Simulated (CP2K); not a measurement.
Band structure of C₃N₄ (R3m, 7 atoms in the cell).

```
C3N4
1.0
    4.56852     0.00000     0.00000
    2.00124     4.10687     0.00000
    2.00124     1.25101     3.91170
C N
3 4
Cartesian
  3.25829   2.03682   0.07561
  2.04978   2.62571   1.91699
  3.25829   0.69246   1.91699
  3.69475   0.91148   0.66546
  2.43786   2.92213   0.66546
  2.43786   1.52395   2.58055
  5.70488   3.56622   2.60364
```

Method of the run: LDA (Pade form), GPW, DZVP-MOLOPT-SR-GTH basis, GTH-PADE potentials (GTH_POTENTIALS) in CP2K 2026.2.

Settings: CUTOFF = 400 Ry; REL_CUTOFF = 50 Ry; SMEAR/METHOD = FERMI_DIRAC; ELECTRONIC_TEMPERATURE = 116.05 K; KPOINTS/SCHEME = MONKHORST-PACK 6 6 6; GAMMA_CENTERED = T; XC_FUNCTIONAL = PADE; C/BASIS_SET = DZVP-MOLOPT-SR-GTH-q4; C/POTENTIAL = GTH-PADE-q4; N/BASIS_SET = DZVP-MOLOPT-SR-GTH-q5; N/POTENTIAL = GTH-PADE-q5; METHOD = GPW; EPS_DEFAULT = 1e-10; EXTRAPOLATION = USE_GUESS.

The starting cell comes from a database of computed structures (which also holds hypothetical and non-ambient phases and stackings), without a prior relaxation at this level. Its lattice was rescaled by a random factor within 2.5 % of one. Values carry the incompleteness of an atom-centred basis.

Task: Predict the gap along the standard path and the places of the band edges.

Result: The gap along the path is 1.38 eV, direct at Γ to within 0.01 eV.

Levels in eV from the top of the valence band on the SCF mesh, bands 13 to 17:
| point | 13 | 14 | 15 | 16 | 17 |
|---|---|---|---|---|---|
| Γ | -3.72 | -2.73 | 0.00 | 0.00 | 1.38 |
| L | -4.10 | -2.96 | -2.27 | -0.41 | 2.40 |
| Z | -3.38 | -2.46 | -0.02 | -0.02 | 1.71 |
| F | -3.45 | -2.95 | -2.01 | -0.43 | 2.15 |
| P1 | -3.56 | -2.07 | -1.98 | -0.34 | 2.15 |
| P | -3.56 | -2.07 | -1.98 | -0.34 | 2.15 |

Higher empty bands are left out: an atom-centred basis made for the valence describes them poorly.
